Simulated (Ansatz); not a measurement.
Partial pair distribution functions of a relaxed model of amorphous Ga20La8S42, broadened by 0.06 Å; density 3.85 g/cm³. The numbers are results of PBE-D3(BJ), scalar-relativistic without spin-orbit coupling (plane waves to 420 eV, PAW; Ansatz, a quantum-chemistry and plane-wave program), not measurements.

Preparation: random packing, a CHGNet melt and quench, and a DFT relaxation. The hot cell started wider than the set density and was brought back towards it in steps. It is the lowest in DFT energy of 3 quenches. It is a model cell: composition and starting density were chosen by hand, and all elements were melted together. The geometry includes D3(BJ) dispersion. Its density started from a set value of 3.31 and ended at 3.85 g/cm³. Cooling (nominally 66 K/ps over its main leg) ran many orders faster than in experiment, which tends to leave more defects and strain. One small periodic cell is one sample of the glass; other quenches scatter about these values. Volume and shape were free in the relaxation.

```json
[
 {"r (Å)": "2.00", "g Ga-S": "0.01", "g La-S": "0.00", "g Ga-Ga": "0.00", "g La-La": "0.00"},
 {"r (Å)": "2.10", "g Ga-S": "0.38", "g La-S": "0.00", "g Ga-Ga": "0.00", "g La-La": "0.00"},
 {"r (Å)": "2.20", "g Ga-S": "5.05", "g La-S": "0.00", "g Ga-Ga": "0.00", "g La-La": "0.00"},
 {"r (Å)": "2.30", "g Ga-S": "11.25", "g La-S": "0.00", "g Ga-Ga": "0.22", "g La-La": "0.00"},
 {"r (Å)": "2.40", "g Ga-S": "5.16", "g La-S": "0.00", "g Ga-Ga": "0.76", "g La-La": "0.00"},
 {"r (Å)": "2.50", "g Ga-S": "1.15", "g La-S": "0.00", "g Ga-Ga": "0.17", "g La-La": "0.00"},
 {"r (Å)": "2.60", "g Ga-S": "0.24", "g La-S": "0.01", "g Ga-Ga": "0.00", "g La-La": "0.00"},
 {"r (Å)": "2.70", "g Ga-S": "0.02", "g La-S": "0.41", "g Ga-Ga": "0.00", "g La-La": "0.00"},
 {"r (Å)": "2.80", "g Ga-S": "0.05", "g La-S": "3.30", "g Ga-Ga": "0.00", "g La-La": "0.00"},
 {"r (Å)": "2.90", "g Ga-S": "0.19", "g La-S": "8.20", "g Ga-Ga": "0.06", "g La-La": "0.00"},
 {"r (Å)": "3.00", "g Ga-S": "0.12", "g La-S": "7.20", "g Ga-Ga": "0.62", "g La-La": "0.00"},
 {"r (Å)": "3.10", "g Ga-S": "0.01", "g La-S": "4.59", "g Ga-Ga": "1.20", "g La-La": "0.00"},
 {"r (Å)": "3.20", "g Ga-S": "0.01", "g La-S": "2.17", "g Ga-Ga": "1.44", "g La-La": "0.00"},
 {"r (Å)": "3.30", "g Ga-S": "0.18", "g La-S": "0.62", "g Ga-Ga": "1.30", "g La-La": "0.00"},
 {"r (Å)": "3.40", "g Ga-S": "0.43", "g La-S": "0.15", "g Ga-Ga": "0.94", "g La-La": "0.00"},
 {"r (Å)": "3.50", "g Ga-S": "0.55", "g La-S": "0.29", "g Ga-Ga": "1.37", "g La-La": "0.00"},
 {"r (Å)": "3.60", "g Ga-S": "0.91", "g La-S": "0.47", "g Ga-Ga": "2.31", "g La-La": "0.00"},
 {"r (Å)": "3.70", "g Ga-S": "0.80", "g La-S": "0.33", "g Ga-Ga": "2.23", "g La-La": "0.00"},
 {"r (Å)": "3.80", "g Ga-S": "0.96", "g La-S": "0.17", "g Ga-Ga": "1.56", "g La-La": "0.00"},
 {"r (Å)": "3.90", "g Ga-S": "0.88", "g La-S": "0.24", "g Ga-Ga": "2.14", "g La-La": "0.00"},
 {"r (Å)": "4.00", "g Ga-S": "0.69", "g La-S": "0.12", "g Ga-Ga": "1.72", "g La-La": "0.00"},
 {"r (Å)": "4.10", "g Ga-S": "0.48", "g La-S": "0.09", "g Ga-Ga": "0.70", "g La-La": "0.41"},
 {"r (Å)": "4.20", "g Ga-S": "0.86", "g La-S": "0.13", "g Ga-Ga": "0.20", "g La-La": "3.83"},
 {"r (Å)": "4.30", "g Ga-S": "0.96", "g La-S": "0.22", "g Ga-Ga": "0.40", "g La-La": "2.58"},
 {"r (Å)": "4.40", "g Ga-S": "1.04", "g La-S": "0.43", "g Ga-Ga": "1.04", "g La-La": "1.09"},
 {"r (Å)": "4.50", "g Ga-S": "1.04", "g La-S": "0.18", "g Ga-Ga": "1.21", "g La-La": "3.14"},
 {"r (Å)": "4.60", "g Ga-S": "0.90", "g La-S": "0.37", "g Ga-Ga": "0.59", "g La-La": "3.37"},
 {"r (Å)": "4.70", "g Ga-S": "0.78", "g La-S": "0.71", "g Ga-Ga": "0.24", "g La-La": "1.09"},
 {"r (Å)": "4.80", "g Ga-S": "0.75", "g La-S": "0.67", "g Ga-Ga": "0.08", "g La-La": "2.50"},
 {"r (Å)": "4.90", "g Ga-S": "0.88", "g La-S": "0.80", "g Ga-Ga": "0.24", "g La-La": "2.27"},
 {"r (Å)": "5.00", "g Ga-S": "1.17", "g La-S": "0.60", "g Ga-Ga": "0.68", "g La-La": "2.11"},
 {"r (Å)": "5.10", "g Ga-S": "1.50", "g La-S": "0.63", "g Ga-Ga": "0.60", "g La-La": "1.04"},
 {"r (Å)": "5.20", "g Ga-S": "1.51", "g La-S": "0.78", "g Ga-Ga": "1.18", "g La-La": "0.55"},
 {"r (Å)": "5.30", "g Ga-S": "1.56", "g La-S": "1.28", "g Ga-Ga": "0.84", "g La-La": "1.06"},
 {"r (Å)": "5.40", "g Ga-S": "1.40", "g La-S": "1.31", "g Ga-Ga": "1.07", "g La-La": "1.02"},
 {"r (Å)": "5.50", "g Ga-S": "1.38", "g La-S": "1.14", "g Ga-Ga": "1.42", "g La-La": "0.42"},
 {"r (Å)": "5.60", "g Ga-S": "1.38", "g La-S": "1.56", "g Ga-Ga": "1.10", "g La-La": "1.23"},
 {"r (Å)": "5.70", "g Ga-S": "1.25", "g La-S": "1.72", "g Ga-Ga": "0.84", "g La-La": "2.65"},
 {"r (Å)": "5.80", "g Ga-S": "1.21", "g La-S": "1.47", "g Ga-Ga": "0.92", "g La-La": "2.06"}
]
```

Within 2.70 Å each Ga has 3.95 S neighbours on average.
